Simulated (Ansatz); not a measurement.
## BeS: pressure 9 GPa

The parent structure is BeS in the zinc blende structure (space group F-43m, No. 216; a = 4.876 Å).

One thing is altered: a hydrostatic pressure of 9 GPa.

All numbers come from PBE (Ansatz, a program for electronic structure), without spin-orbit coupling. Settings: 12×12×12 k-points, 0.05 eV Fermi–Dirac smearing.

| quantity | base | changed | shift |
|---|---|---|---|
| volume per atom | 14.49 Å³ | 13.34 Å³ | -1.15 Å³ |
| density | 2.35 g/cm³ | 2.56 g/cm³ | +0.203 g/cm³ |
| lattice parameter a | 4.876 Å | 4.743 Å | -0.133 Å |
| shortest interatomic distance | 2.111 Å | 2.054 Å | -0.057 Å |
| enthalpy H = E + PV relative to the base's energy | – | +0.78 eV/atom | – |
| band gap | 3.15 eV | 2.95 eV | -0.20 eV |
| gap character | indirect, Γ → X | indirect, Γ → X | – |
| smallest direct gap | 5.61 eV | 5.61 eV | 0.00 eV |
| mean gap deformation potential ΔEg/Δln V | – | +2.4 eV | – |
| width of the top valence band | 3.27 eV | 3.68 eV | +0.41 eV |
| electron mass | 0.84 mₑ along k, 0.29 mₑ across (at X) | 0.81 mₑ along k, 0.28 mₑ across (at X) | – |
| hole mass (degenerate bands, along [100]) | 0.34, 0.57, 0.57 mₑ (at Γ) | 0.35, 0.52, 0.52 mₑ (at Γ) | – |

Load acts through the strain it causes; cell and atoms are relaxed under it. Effective masses come from finite differences of ±0.01 Å⁻¹. Along k means along the line from Γ to the band edge. Whether these cells are dynamically stable was not tested. No other phases were tried under pressure.
